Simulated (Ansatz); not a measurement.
Base system: KZnF₃ in the cubic perovskite structure (space group Pm-3m, No. 221).

```
CELL_PARAMETERS angstrom
      4.12746     0.00000     0.00000
      0.00000     4.12746     0.00000
      0.00000     0.00000     4.12746
ATOMIC_POSITIONS crystal
  K  0.00000 0.00000 0.00000
  Zn 0.50000 0.50000 0.50000
  F  0.50000 0.00000 0.50000
  F  0.00000 0.50000 0.50000
  F  0.50000 0.50000 0.00000
```

The values are results of PBE in Ansatz (plane waves to 420 eV, PAW, no spin-orbit coupling), not measurements.

One change was made to it. Results:

The smallest direct gap grows by 0.51 eV, from 5.22 eV to 5.73 eV; the width of the top valence band increases by 0.34 eV (1.51 eV → 1.85 eV); the band gap grows by 0.162 eV (3.71 eV → 3.88 eV); the electron mass becomes 0.45 mₑ (at Γ) (base: 0.44 mₑ (at Γ)); the volume per atom falls by 0.84 Å³ (14.06 Å³ → 13.22 Å³).

### Question
Name the change that was made.
A. pressure 1.5 GPa
B. pressure 5 GPa
C. pressure 0.3 GPa
D. pressure −1 GPa

### Answer
B, pressure 5 GPa. For comparison, the band gap in the other runs: pressure 0.3 GPa gives 3.72 eV; pressure −1 GPa gives 3.67 eV; pressure 1.5 GPa gives 3.77 eV.

Load acts through the strain it causes; cell and atoms are relaxed under it. Effective masses come from finite differences of ±0.01 Å⁻¹. No phonon test of stability was made. Competing high-pressure phases were not computed. Many cubic perovskites are stable only at high temperature; tilts and polar distortions were not tested.

Ansatz is a program for electronic structure.
